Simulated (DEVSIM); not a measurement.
abrupt Si n-p junction

System: abrupt Si n-p junction, at 300 K.

```tsv
layer (left to right)	material	thickness (μm)	Nd (cm⁻³)	Na (cm⁻³)	τn (s)	τp (s)
1	Si	38.0	3e15	-	3.6e-5	3.6e-5
2	Si	68.0	-	1.1e15	3.6e-5	3.6e-5
```

Left contact: ohmic. Right contact: ohmic. Voltage is applied to the left contact. Recombination: SRH at mid-gap, Auger. Mobility is constant in doping.

Constants are typed, rounded textbook-type inputs, not results; the design itself was drawn at random and stands for no fabricated device. Values at 300 K.

| parameter | Si |
|---|---|
| gap (eV) | 1.124 |
| affinity (eV) | 4.05 |
| permittivity | 11.7 |
| Nc (cm⁻³) | 2.86e19 |
| Nv (cm⁻³) | 3.1e19 |
| μn (cm²/Vs) | 1417 |
| μp (cm²/Vs) | 470 |
| Cn (cm⁶/s) | 2.8e-31 |
| Cp (cm⁶/s) | 9.9e-32 |

Model (solved in DEVSIM): 1D drift-diffusion, Boltzmann statistics, complete ionisation; no tunnelling, impact ionisation, image-force lowering or self-heating.

```yaml
potential_step_across_the_device_at_zero_bias: 0.622 V
largest_field_in_the_device_at_zero_bias: 12000 V/cm
Dark forward voltage at 1 A/cm²: 0.612 V
Dark forward voltage at 100 A/cm²: 1.212 V
```

Small-signal capacitance in reverse bias (quasi-static):

```tsv
V (V)	C (nF/cm²)
0.4	8.30
1	6.52
2	5.10
3	4.33
4	3.82
6	3.19
8	2.79
10	2.51
13	2.22
16	2.01
20	1.80
```

Dark reverse current:

```
V (V)  J (A/cm²)
-----  ---------
0.40     9.7e-10
1.00      1.8e-9
2.00      2.9e-9
3.00      3.7e-9
4.00      4.5e-9
6.00      5.8e-9
8.00      6.9e-9
10.00     7.9e-9
13.00     9.2e-9
16.00     1.0e-8
20.00     1.2e-8
```
